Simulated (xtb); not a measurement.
xtb 6.7.1, GFN2-xTB: Ge(OMe)4 (C[O][Ge]([O]C)([O]C)[O]C), 21 atoms. The geometry is a generated start, not checked to be a minimum at this level.

```json
{
 "run_flags": "--grad",
 "method": "GFN2-xTB",
 "--acc": "1 (default)",
 "--etemp (K)": "300 (default)",
 "basis_functions": "54",
 "valence_electrons": "56"
}
```

```xyz
21

C     -0.7457    -2.3316    -1.3628
O     -0.6920    -0.9145    -1.2689
Ge    -0.0518     0.0187     0.0604
O     -0.5117     1.6686    -0.2644
C     -1.6475     2.1227    -0.9866
O     -0.6817    -0.7188     1.5108
C     -0.2188    -0.5005     2.8353
O      1.6847     0.0033     0.2755
C      2.6339     0.7068    -0.5116
H     -1.7160    -2.5892    -1.7965
H     -0.6508    -2.8124    -0.3861
H      0.0576    -2.6816    -2.0175
H     -2.2296     2.7763    -0.3343
H     -2.2721     1.2997    -1.3304
H     -1.2983     2.6877    -1.8527
H      0.8700    -0.5180     2.8844
H     -0.5797     0.4554     3.2197
H     -0.6264    -1.3136     3.4380
H      2.4194     0.6256    -1.5791
H      2.6526     1.7627    -0.2347
H      3.6038     0.2527    -0.2985
```

One run each on 1 thread. Values of broydamp tried: 0.02, 0.05, 0.1, 0.2, 0.4 (default), 0.6, 0.8, 1.

Task: Which value of broydamp needs the fewest SCC iterations, and what happens away from it?

Result: Fewest SCC iterations, within one of each other: 0.2 with 11, 0.4 (default) with 10, 0.6 with 10. The count rises to 16 at 0.02. All converge to one solution.

```
broydamp       SCC iterations            end
-------------  --------------  -------------
0.02                       16  same solution
0.05                       15  same solution
0.1                        13  same solution
0.2                        11  same solution
0.4 (default)              10  same solution
0.6                        10  same solution
0.8                        12  same solution
1                          13  same solution
```
